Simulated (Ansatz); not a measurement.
## YRh: isotropic strain +2.98 %

Base system: YRh in the CsCl type structure (space group Pm-3m, No. 221; a = 3.383 Å; relaxed with 0.1 eV smearing).

Now apply this change: the cell is scaled by 1.0298 in all directions, atoms relaxed at fixed cell.

All numbers come from Ansatz (a first-principles code) PBEsol, spin-orbit coupling left out. k-mesh 17×17×17 (Γ-centred); smearing 0.1 eV (Fermi–Dirac).

```tsv
quantity	base	changed	shift
volume per atom	19.37 Å³	21.15 Å³	+1.78 Å³
space group	Pm-3m (No. 221)	Pm-3m (No. 221)	–
shortest interatomic distance	2.930 Å	3.017 Å	+0.087 Å
energy relative to the base (free energy F)	0 meV/atom	+53 meV/atom	+53 meV/atom
pressure	0.0 GPa	-8.8 GPa	-8.8 GPa
band gap	zero	zero	–
```

Final structure:

```xyz
2
Lattice="3.4843 0.0000 0.0000 0.0000 3.4843 0.0000 0.0000 0.0000 3.4843" Properties=species:S:1:pos:R:3 pbc="T T T"
Y      1.7422     1.7422     1.7422
Rh     0.0000     0.0000     0.0000
```

Cost of the whole job for the changed cell (relaxation, final SCF and bands): roughly 19 core-seconds.

Stability against distortions was not tested. All final runs are without spin polarisation.
